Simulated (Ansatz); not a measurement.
Quick settings and what they miss: W₂N₃ (P6_3/mmc, 10 atoms in the cell)

Self-consistent single point.

```xyz
10
Lattice="2.9731 0.0000 0.0000 -1.4866 2.5748 0.0000 0.0000 0.0000 16.1268" Properties=species:S:1:pos:R:3 pbc="T T T"
W      1.4866     0.8583     2.5345
W      0.0000     1.7165    13.5923
W      0.0000     1.7165    10.5979
W      1.4866     0.8583     5.5289
N      1.4866     0.8583    14.7321
N      0.0000     1.7165     1.3946
N      0.0000     1.7165     6.6687
N      1.4866     0.8583     9.4580
N      1.4866     0.8583    12.0951
N      0.0000     1.7165     4.0317
```

Method: LDA (PW92), default PAW files made with PBE (plane waves; Ansatz, a quantum-chemistry and plane-wave program).

Base settings: basis.ecutwfc = 420 eV; kpoints.mp_grid.grid = 10 10 2; hamiltonian.xc = lda; hamiltonian.pseudopotentials = {kind: paw} (the program's default PAW files); scf.occupations.method = gaussian; scf.occupations.width = 0.136 eV.

Tight run (finer mesh or higher cutoff; not a proven limit): basis.ecutwfc: 420 eV → 590 eV; kpoints.mp_grid.grid: 10 10 2 → 14 14 3; scf.convergence.dr2_threshold: default (1e-07 eV) → 1e-09 eV. It gave Fermi level (on the code's own zero) 13.41 eV; pressure -28.77 GPa; largest force (vector length) 1.980 eV/Å.

Quick runs, as changes from the base:
- A: the base itself
- B: basis.ecutwfc: 420 eV → 335 eV; kpoints.mp_grid.grid: 10 10 2 → 2 2 2; scf.occupations.method: gaussian → fermi_dirac
- C: basis.ecutwfc: 420 eV → 295 eV; kpoints.mp_grid.grid: 10 10 2 → 8 8 8
- D: basis.ecutwfc: 420 eV → 295 eV; kpoints.mp_grid.grid: 10 10 2 → 4 4 4; scf.occupations.method: gaussian → cold; scf.occupations.width: 0.136 eV → 0.5 eV
- E: basis.ecutwfc: 420 eV → 210 eV; kpoints.mp_grid.grid: 10 10 2 → 4 4 4

Energies are extrapolated to zero smearing width, which holds to low order in the width alone.

The count of work is k-points × plane waves × bands × iterations; it is no time. 

Pressures in the table are Ansatz's without its Pulay estimate, at a fixed set of plane waves; the tight run's value above holds the estimate.

The starting cell comes from a database of computed structures (which also holds hypothetical and non-ambient phases and stackings), without a prior relaxation at this level. Its lattice was rescaled by a random factor within 2.5 % of one. Spin polarisation is off. In the base run, with a pressure of about -29 GPa the cell is away from its equilibrium volume at this level. In the base run, forces exceed 1 eV/Å.

```tsv
run	energy less tight (meV/atom)	pressure less tight (GPa)	largest miss in a force vector (eV/Å)	count of work / tight
A	4.5	-0.62	0.022	0.27
B	405.0	-1.88	1.375	0.038
C	237.6	-17.56	0.050	0.28
D	226.7	-17.59	0.180	0.068
E	2582.3	-129.22	0.686	0.055
```

Among the runs at the tight run's level, the energy misses run from 4.5 to 2582.3 meV/atom.

Left out of this page: 1 run of the series unsound by tests on forces, stress, charge or solver warnings.

Keys are those of Ansatz 0.2.
